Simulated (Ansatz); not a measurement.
**Hypothetical zinc blende TiP: response to strain**

Start from TiP in the zinc blende structure (space group F-43m, No. 216; a = 5.554 Å; a hypothetical phase, not in the database extracts checked; relaxed with 0.1 eV smearing). Axes: x, y, z lie along the cube axes.

Strains are applied to the cell and any free atomic positions relax; under biaxial strain the out-of-plane vector relaxes too.

Method: PBE (Ansatz, a quantum-chemistry and plane-wave program), scalar-relativistic without spin-orbit coupling.

Notes on the quantities. energy relative to the base: free energy F.

```json
[
 {"case": "base", "volume per atom": "21.41 Å³", "energy relative to the base": "0 meV/atom", "space group": "F-43m (No. 216)"},
 {"case": "biaxial strain −1.13 %, plane normal [111], relaxed out of plane", "volume per atom": "21.33 Å³", "energy relative to the base": "+0.6 meV/atom", "space group": "R3m (No. 160)"},
 {"case": "biaxial strain −0.99 %, plane normal [111], relaxed out of plane", "volume per atom": "21.34 Å³", "energy relative to the base": "+0.4 meV/atom", "space group": "R3m (No. 160)"},
 {"case": "biaxial strain −0.68 %, plane normal [111], relaxed out of plane", "volume per atom": "21.37 Å³", "energy relative to the base": "+0.2 meV/atom", "space group": "R3m (No. 160)"},
 {"case": "biaxial strain +1.29 %, plane normal [111], relaxed out of plane", "volume per atom": "21.44 Å³", "energy relative to the base": "+0.6 meV/atom", "space group": "R3m (No. 160)"},
 {"case": "biaxial strain +2.78 %, plane normal [111], relaxed out of plane", "volume per atom": "21.30 Å³", "energy relative to the base": "+2.2 meV/atom", "space group": "R3m (No. 160)"},
 {"case": "isotropic strain +0.61 %", "volume per atom": "21.81 Å³", "energy relative to the base": "+1.9 meV/atom", "space group": "F-43m (No. 216)"},
 {"case": "uniaxial strain ε_zz = +0.98 %", "volume per atom": "21.62 Å³", "energy relative to the base": "+0.7 meV/atom", "space group": "I-4m2 (No. 119)"},
 {"case": "tensor shear ε_xz = −0.98 %", "volume per atom": "21.41 Å³", "energy relative to the base": "+0.1 meV/atom", "space group": "Imm2 (No. 44)"},
 {"case": "tensor shear ε_yz = +3.70 %", "volume per atom": "21.38 Å³", "energy relative to the base": "+2.2 meV/atom", "space group": "Imm2 (No. 44)"}
]
```

No phonon test of stability was made. The final runs are not spin-polarised. An odd electron count without spin: TiP. TiP has a high density of states at the Fermi level and may be magnetic at this level.
